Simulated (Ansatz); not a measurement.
## Cubic perovskite CsSrF₃

Computed with LDA (Ansatz, an electronic-structure program, plane waves, PAW).

Settings: plane-wave cutoff 520 eV, 8×8×8 k mesh, Fermi–Dirac smearing 0.01 eV, scalar-relativistic PAW data made under PBE.

Cell (relaxed at this level):

```xyz
5
Lattice="4.6483 0.0000 0.0000 0.0000 4.6483 0.0000 0.0000 0.0000 4.6483" Properties=species:S:1:pos:R:3 pbc="T T T"
Cs     0.0000     0.0000     0.0000
Sr     2.3242     2.3242     2.3242
F      2.3242     0.0000     2.3242
F      0.0000     2.3242     2.3242
F      2.3242     2.3242     0.0000
```

```json
{
 "bulk_modulus": "52.8 GPa",
 "band_gap": "6.31 eV",
 "pressure derivative B′ of the bulk modulus": "4.9"
}
```

Note: the relaxation could not lower the start's symmetry, so the cell can be a saddle point above a distorted one.

Spin–orbit coupling is not included.

Static lattice: no zero-point or thermal effects.
